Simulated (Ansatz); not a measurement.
**A computed series for hypothetical fluorite ZrSe2: pressure series**

The parent structure is ZrSe2 in the fluorite structure (space group Fm-3m, No. 225; a = 6.508 Å; a hypothetical phase, not in the database extracts checked).

Cell and atoms are relaxed at each pressure.

Calculations: PBEsol in Ansatz (plane waves to 420 eV, PAW, spin-orbit coupling left out), earlier PAW set.

```
P (GPa)  V (Å³/atom)
-------  -----------
-2.00         23.496
-1.00         23.223
3.01          22.270
6.99          21.489
15.00         20.238
30.00         18.571
50.00         17.030
75.01         15.659
100.00        14.654
```

Q: Fit a third-order Birch–Murnaghan equation of state.

A: Least squares on P(V) = (3B₀/2)[(V₀/V)^(7/3) − (V₀/V)^(5/3)]·[1 + (3/4)(B₀′ − 4)((V₀/V)^(2/3) − 1)] gives V₀ = 22.96 Å³/atom, B₀ = 94 GPa and B₀′ = 3.9.

Load acts through the strain it causes; cell and atoms are relaxed under it. Stability against distortions was not tested. Competing high-pressure phases were not computed. All final runs are without spin polarisation. ZrSe2 has a high density of states at the Fermi level and may be magnetic at this level.

Ansatz is an electronic-structure program.
